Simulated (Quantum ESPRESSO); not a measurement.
Quantum ESPRESSO run on Ba5Al5Pb (P-6m2, 11 atoms in the cell): self-consistent single point.

Method of the run: LDA (PW92), PseudoDojo standard norm-conserving (LDA) pseudopotentials (plane waves; Quantum ESPRESSO).

```yaml
crystal:
  lattice:
    - [6.09149, 0.00000, 0.00000]
    - [-3.04575, 5.27538, 0.00000]
    - [0.00000, 0.00000, 11.32119]
  atoms:
    - { symbol: Ba, position: [0.66667, 0.33333, 0.20183] }
    - { symbol: Ba, position: [0.66667, 0.33333, 0.79817] }
    - { symbol: Ba, position: [0.00000, 0.00000, 0.32881] }
    - { symbol: Ba, position: [0.00000, 0.00000, 0.67119] }
    - { symbol: Ba, position: [0.33333, 0.66667, 0.00000] }
    - { symbol: Al, position: [0.33333, 0.66667, 0.32590] }
    - { symbol: Al, position: [0.33333, 0.66667, 0.67410] }
    - { symbol: Al, position: [0.51052, 0.02103, 0.50000] }
    - { symbol: Al, position: [0.51052, 0.48949, 0.50000] }
    - { symbol: Al, position: [0.97897, 0.48949, 0.50000] }
    - { symbol: Pb, position: [0.00000, 0.00000, 0.00000] }
```

Reference input (self-consistent single point, DFT, LDA (PW92), plane waves, PseudoDojo standard norm-conserving (LDA) pseudopotentials): ecutwfc = 60 Ry; occupations = smearing; smearing = marzari-vanderbilt; degauss = 0.0073499 Ry; potentials = {Ba: Ba.upf, Al: Al.upf, Pb: Pb.upf}; K_POINTS = automatic 4 4 2 0 0 0; conv_thr = 1e-10 Ry. This run's input differs from it in these lines:

```diff
@@ -16,3 +16,3 @@
  occupations = 'smearing',
- smearing = 'marzari-vanderbilt',
+ smearing = 'fermi-dirac',
  degauss = 0.0073499,
```

Log, with long lists cut:

```
     Self-consistent Calculation

     iteration #  1     ecut=    60.00 Ry     beta= 0.70

     Threshold (ethr) on eigenvalues was too large:
     Diagonalizing with lowered threshold

     total energy              =    -444.97713689 Ry
     estimated scf accuracy    <       0.41298844 Ry

     iteration #  2     ecut=    60.00 Ry     beta= 0.70

     total energy              =    -443.54387313 Ry
     estimated scf accuracy    <      18.62627921 Ry

     iteration #  3     ecut=    60.00 Ry     beta= 0.70

     total energy              =    -445.20874439 Ry
     estimated scf accuracy    <       0.27711267 Ry

   [... 9 blocks of this kind left out ...]

     iteration # 13     ecut=    60.00 Ry     beta= 0.70

     total energy              =    -445.23717929 Ry
     estimated scf accuracy    <          1.7E-10 Ry

     iteration # 14     ecut=    60.00 Ry     beta= 0.70
     End of self-consistent calculation

     the Fermi energy is     7.5214 ev

!    total energy              =    -445.23717929 Ry
     estimated scf accuracy    <          1.6E-11 Ry
     smearing contrib. (-TS)   =      -0.01189642 Ry
     internal energy E=F+TS    =    -445.22528287 Ry

     convergence has been achieved in  14 iterations

     Forces acting on atoms (cartesian axes, Ry/au):

     atom    1 type  1   force =     0.00000000   -0.00000000    0.00559357
     atom    2 type  1   force =     0.00000000    0.00000000   -0.00559357
     atom    3 type  1   force =     0.00000000    0.00000000    0.00141867
     atom    4 type  1   force =     0.00000000   -0.00000000   -0.00141867
     atom    5 type  1   force =     0.00000000    0.00000000    0.00000000
   [... lines left out ...]

     Total force =     0.010701     Total SCF correction =     0.000013

          total   stress  (Ry/bohr**3)                   (kbar)     P=      -27.52
  -0.00018568  -0.00000000   0.00000000          -27.31       -0.00        0.00
  -0.00000000  -0.00018568   0.00000000           -0.00      -27.31        0.00
   0.00000000  -0.00000000  -0.00018978            0.00       -0.00      -27.92

   JOB DONE.
```

The run converged in 14 iterations. Against the reference run the free energy falls by 7.5 meV/atom, the pressure moves little (-2.76 to -2.75 GPa) and the largest force goes from 0.132 to 0.144 eV/Å.

The starting cell comes from a database of computed structures (which also holds hypothetical and non-ambient phases and stackings), without a prior relaxation at this level.

Cost on one core of a shared machine: roughly 6 min.
